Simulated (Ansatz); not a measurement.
The parent structure is Al in the fcc (Cu type) structure (space group Fm-3m, No. 225; a = 3.992 Å; relaxed with 0.1 eV smearing). Axes: x, y, z lie along the cube axes.

Level of theory: r2SCAN in Ansatz (plane waves to 500 eV, PAW, no SOC), earlier PAW set.

Modification: an isotropic linear strain of +2.13 %, atoms relaxed at fixed cell.

Question: Predict the stress tensor and what it implies for the stiffness.

Answer: Stress of the strained cell less that of the base (GPa, compression positive):
```
   -5.1     0.0     0.0
    0.0    -5.1     0.0
    0.0     0.0    -5.1
```

Then B = −ΔP/(ΔV/V₀) with ΔV/V₀ = 0.0653 gives secant stiffness values (nonlinear terms included at this strain): B ≈ 77 GPa.

As a check, the harmonic strain energy −½ V₀ Δσ:ε is 16 meV/atom; the computed energy rise is 17 meV/atom.

Stability against distortions was not tested.

Ansatz is a quantum-chemistry and plane-wave program.
